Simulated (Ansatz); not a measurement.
NiAs-type NiSb, treated with BLYP (PAW; Ansatz, a quantum-chemistry and plane-wave program).

Run with plane-wave cutoff 520 eV, 18×18×12 k mesh (along the axes of the cell as run), Fermi–Dirac smearing 0.05 eV, no spin polarisation, scalar-relativistic PAW data made under PBE.

Shape and atoms are relaxed at each volume.

Pressure at four volumes; x = ln(V/18.935 Å³). One pressure is withheld.

```tsv
V (Å³/atom)	x	P (GPa)
18.177	-0.0409	3.98
18.935	0.0000	0.01
19.314	0.0198	-1.65
19.692	0.0392	?
```

Pass a parabola P(x) through the three rows shown, estimate the bulk modulus and its pressure derivative near zero pressure, and predict the withheld pressure.

Slopes between the rows: (0.01 − (3.98))/(0.0000 − (-0.0409)) = -97.07 and (-1.65 − (0.01))/(0.0198 − (0.0000)) = -83.84 GPa. Their difference over the span 0.0607 is c = 13.23/0.0607 = 218.0 GPa, so P(x) = 3.98 + (-97.07)(x − (-0.0409)) + 218.0 (x − (-0.0409))(x − (0.0000)). At the middle row B = −dP/dx = −[-97.07 + 218.0 × 0.0409] = 88.2 GPa, and B′ = dB/dP = 2c/B = 4.9. At x = 0.0392 the parabola gives -3.11 GPa; the run gives -3.14 GPa. The Birch–Murnaghan fit to the energies at all volumes has B0 = 88.0 GPa and B′ = 4.8.

Note: the bulk modulus comes from volumes at which shape and atoms were relaxed.

Spin–orbit coupling is not included.
